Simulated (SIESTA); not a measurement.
**A short convergence ladder for LiMnTe₂ (P3m1, 4 atoms in the cell)**

```yaml
crystal:
  lattice:
    - [4.21948, 0.00000, 0.00000]
    - [-2.10974, 3.65417, 0.00000]
    - [0.00000, 0.00000, 7.17742]
  atoms:
    - { symbol: Li, position: [0.00000, 0.00000, 0.79697] }
    - { symbol: Mn, position: [0.33333, 0.66667, 0.34877], spin: 4.0 }
    - { symbol: Te, position: [0.33333, 0.66667, 0.99730] }
    - { symbol: Te, position: [0.66667, 0.33333, 0.50966] }
```
(The spins are starting values, not results.)

Base method: LDA PW92, numerical atomic orbitals DZP, PseudoDojo LDA standard norm-conserving potentials (rewritten from UPF to PSML) in SIESTA 5.4.2.

Base settings: XC.functional = LDA; XC.authors = PW92; potentials = PseudoDojo LDA standard; PAO.BasisSize = DZP; PAO.EnergyShift = 0.01 Ry; MeshCutoff = 300 Ry; kgrid.MonkhorstPack = 4 4 2; OccupationFunction = FD; ElectronicTemperature = 100 meV; Spin = polarized.

Core times come from one kind of shared machine, to one figure; runs under 30 s give none.

**The force threshold of a relaxation**

On LiMnTe2 (P3m1, 4 atoms in the cell): one atom moved by 0.15 angstrom.

In this ladder: MD.TypeOfRun = FIRE; MD.Steps = 40.

The mesh stays at the base's, so the ladder's end is converged at best in this setting alone.

Only quantities that move along the ladder and can be compared are tabulated.

| MD.MaxForceTol | free energy less the last step's (meV/atom) | largest force left (eV/Å) | relaxation steps | core time / last (rough) |
|---|---|---|---|---|
| 0.2 eV/Ang | 3.96 | 0.1797 | 3 | 0.2 |
| 0.1 eV/Ang | 0.93 | 0.0866 | 6 | 0.3 |
| 0.05 eV/Ang | 0.28 | 0.0441 | 15 | 0.5 |
| 0.03 eV/Ang | 0.08 | 0.0270 | 19 | 0.6 |
| 0.02 eV/Ang | 0.01 | 0.0182 | 27 | 0.9 |
| 0.01 eV/Ang | 0.00 | 0.0066 | 30 | 0.9 |
| 0.005 eV/Ang | 0.00 | 0.0047 | 31 | 1 |

Coarsest MD.MaxForceTol that holds the free energy within 0.5 meV/atom of the last step, with all finer ones: 0.05 eV/Ang; the step before is off by 0.93 meV/atom.

Coarsest MD.MaxForceTol that holds the largest force left within 0.005 eV/Å of the last step, with all finer ones: 0.01 eV/Ang; the step before is off by 0.013 eV/Å.

On the base run: the starting cell comes from a database of computed structures (which also holds hypothetical and non-ambient phases and stackings), without a prior relaxation at this level. Its lattice was rescaled by up to half a per cent. With one magnetic atom in the cell only a parallel order is possible. Values carry the incompleteness of an atom-centred basis. In the base run, with a pressure of about -4 GPa the cell is away from its equilibrium volume at this level. Without a gap this mesh is coarse (it stands for a supercell whose shortest vector is 14 Å).

Left out of this page: 1 run of the series failed or unconverged.
